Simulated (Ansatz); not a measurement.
Be: stress against strain

Be (hcp, P6_3/mmc, 7.835 Å³/atom at rest, c along z) under an equal strain ε in the (0001) plane with the normal axis free, as in a coherent film. PBEsol in Ansatz, a plane-wave DFT program (PAW, default set), 420 eV, 29×29×16 Γ-centred mesh, Fermi-Dirac smearing 0.10 eV; ions are relaxed within the symmetry of each cell. Stress is positive for a compressed cell.

Here s stands for strain and y for stress xx.

```csv
strain (%),stress xx (GPa)
-3.00,?
-1.50,5.60
-1.00,3.64
-0.50,1.78
0.00,-0.01
0.50,-1.70
1.00,-3.32
1.50,-4.86
```

The 7 complete rows are fitted with a straight line, y against s. Means: s 0, y 0.161. About the means, the sum of products is -24.390 and the sum of squares of s is 7.0000; the slope is their ratio. Least squares gives y = 0.161 - 3.4843·s. Residuals (row less fit): 0.213, -0.005, -0.123, -0.171, -0.119, 0.003, 0.205; standard error 0.171 (degrees of freedom: 5). The slope gives the biaxial elastic modulus of this plane = 348 ± 6 GPa.

### Question
Predict the withheld y at s = -3.00 from the fit, and compare with the calculation.

### Answer
y = 0.161 - 3.4843 × (-3.0) = 10.614 GPa. The calculation gives 12.06 GPa, 1.446 GPa above the prediction (8.5 % of the range of y in the table). The row lies outside the fitted rows, so this is an extrapolation. From the scatter of the fitted rows alone, a prediction at this place has a standard error of 0.266 GPa, so the miss is 5.4 times that.

One order more, fitted to all 13 runs of the series, follows each within 0.03, so the miss is the next term of a smooth law. In a metal these values are sensitive to mesh and smearing; energies are taken to zero smearing, stresses follow the free energy. Rows are the converged runs of the series near zero and its far end; series whose fitted rows scatter by over a few per cent of the range, as at a crossing or softening among them, aren't shown in this form. Most that stay on the fit to the last digits aren't either.
